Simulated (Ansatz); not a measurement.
A self-consistent single point of ScCd (P4mm, 2 atoms in the cell) with Ansatz (an electronic-structure program).

Level of theory: PBEsol, default PAW files made with PBE (plane waves; Ansatz).

```xyz
2
Lattice="3.5439 0.0000 0.0000 0.0000 3.5439 0.0000 0.0000 0.0000 3.5439" Properties=species:S:1:pos:R:3 pbc="T T T"
Sc     1.7719     1.7719     1.8219
Cd     0.0000     0.0000     0.0000
```

Reference input (self-consistent single point, DFT, PBEsol, plane waves, default PAW files made with PBE): basis.ecutwfc = 420 eV; kpoints.mp_grid.grid = 9 9 9; hamiltonian.xc = pbesol; hamiltonian.pseudopotentials = {kind: paw} (the program's default PAW files); scf.occupations.method = gaussian; scf.occupations.width = 0.1 eV. This run's input differs from it in these lines:

Ansatz 0.2 input:
```diff
@@ -11,3 +11,3 @@
 kpoints:
-  mp_grid: { grid: [9, 9, 9] }
+  mp_grid: { grid: [22, 22, 22] }
 hamiltonian:
@@ -16,3 +16,3 @@
 scf:
-  occupations: { method: gaussian, width: 0.1 eV }
+  occupations: { method: gaussian, width: 0.02 eV }
 output:
```

Output, abridged:

```
SCF iter   1: F=—  HF=-10296.069688 eV  |F-HF|=—  |Δ(HF+E_count)|=         —  Δρ=6.36e-3  dr2=1.93e-2  ethr=1.77e-3  ⟨swp⟩=4.7  Hψ=72763  notcnv=0
all-band conjugate gradients solve this SCF's bands
preconditioner: auto → Kerker (q_TF=auto, 2.569 Å⁻¹)
SCF iter   2: F=—  HF=-10296.064662 eV  |F-HF|=—  |Δ(HF+E_count)|=   5.03e-3  Δρ=2.21e-3  dr2=2.69e-3  ethr=6.22e-5  ⟨swp⟩=3.0  Hψ=39796  notcnv=0  defer=376
   [... lines left out ...]
SCF iter   5: F=—  HF=-10296.063815 eV  |F-HF|=—  |Δ(HF+E_count)|=   3.47e-5  Δρ=5.15e-5  dr2=1.22e-6  ethr=3.03e-8  ⟨swp⟩=2.0  Hψ=31437  notcnv=0  defer=376
SCF iter   6: F=-10296.063815 eV  HF=-10296.063815 eV  |F-HF|=2.12e-8  |Δ(HF+E_count)|=   7.98e-8  Δρ=1.20e-5  dr2=5.99e-8  ethr=3.23e-10  ⟨swp⟩=4.2  Hψ=64907  notcnv=0
the search or the solves at the SCF's close seem to have found levels that the self-consistency loop had missed (the run counts 2) …
SCF 1 converged in 6 iterations: F = -10296.063815 eV  dr2 = 5.99e-8
Free energy (F): -10296.063815 eV
Internal energy: -10296.063312 eV  (E = F + TS)
E sigma→0 (E₀):  -10296.063563 eV
Entropy (-TS):   -0.000502 eV (-0.251 meV/atom)
Fermi energy:    12.194561 eV
--- Forces (eV/Å), atoms counted from 1 ---
  atom   1  Sc     0.00000000     0.00000000    -0.15285408
  atom   2  Cd     0.00000000     0.00000000     0.15285604
--- Stress (GPa, compression-positive) ---
       -3.338839       0.000000       0.000000
        0.000000      -3.338839       0.000000
       -0.000000       0.000000      -3.374809
  P = ⅓ Tr σ = -3.3508 GPa (-33.508 kbar)
  The stress holds the Pulay correction. Without it, at fixed plane waves, as pw.x and ABINIT print it: P = -3.3770 GPa
```

The run converged in 6 iterations. Against the reference run the free energy rises by 2.3 meV/atom, the pressure hardly changes (-3.33 to -3.35 GPa) and the largest force hardly changes (0.152 to 0.153 eV/Å).

The starting cell comes from a database of computed structures (which also holds hypothetical and non-ambient phases and stackings), without a prior relaxation at this level. Its lattice was rescaled by up to half a per cent. One atom was moved a little off its site on purpose. With a pressure of about -3 GPa the cell is away from its equilibrium volume at this level. Ansatz's pressure includes its estimate of the finite-basis (Pulay) stress.

Cost on one core of a shared machine: roughly 50 s.
